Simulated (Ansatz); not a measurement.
Subject: the energy of one form of SiC over another. The value is E(A) − E(B), in meV per atom.

A: SiC (4H, P6₃mc), 8 atoms in the cell, k-point mesh 12×12×4 on the run's own vectors.
```
CELL_PARAMETERS angstrom
      3.09412     0.00000     0.00000
     -1.54706     2.67959     0.00000
      0.00000     0.00000    10.12935
ATOMIC_POSITIONS crystal
  C  0.66667 0.33333 0.00052
  Si 0.00000 0.00000 0.06243
  C  0.00000 0.00000 0.24988
  Si 0.33333 0.66667 0.31249
  C  0.33333 0.66667 0.50052
  Si 0.00000 0.00000 0.56243
  C  0.00000 0.00000 0.74988
  Si 0.66667 0.33333 0.81249
```

B: SiC (3C, zinc blende, F-43m), 2 atoms in the cell, k-point mesh 14×14×14 on the run's own vectors.
```xyz
2
Lattice="0.0000 2.1897 2.1897 2.1897 0.0000 2.1897 2.1897 2.1897 0.0000" Properties=species:S:1:pos:R:3 pbc="T T T"
C      0.0000     0.0000     0.0000
Si     1.0949     1.0949     1.0949
```

All numbers come from Ansatz (a first-principles code), plane waves with PAW, its default PAW set, cutoff 420 eV, 500 eV for r2SCAN. The structures are at rest with PBE; other levels are single points on them. HSE06 runs on coarser k-point meshes, mended by the PBE difference between the two meshes. Neutral cells; Fermi-Dirac smearing of at most 0.05 eV in the solids, energies taken to zero width. The lattices are those relaxed with PBE, so at other levels the solids can be strained, which adds to the spread. A dispersion term (D3(BJ), or D4 for r2SCAN) was computed beside these levels and is taken off wherever the name lacks it. Static lattices, no vibrational contributions. Cells are local rest points, mostly with their start's symmetry.

### Question
What value does r2SCAN give?

### Answer
0 meV/atom for A less B, too close to call.

### Question
List the value at the remaining levels and say how far they part.

### Answer
| Functional | value (meV/atom) | less r2SCAN |
|---|---|---|
| HSE06 | -1 | -1 |

The levels span only 1 meV/atom, too little to tell them apart.
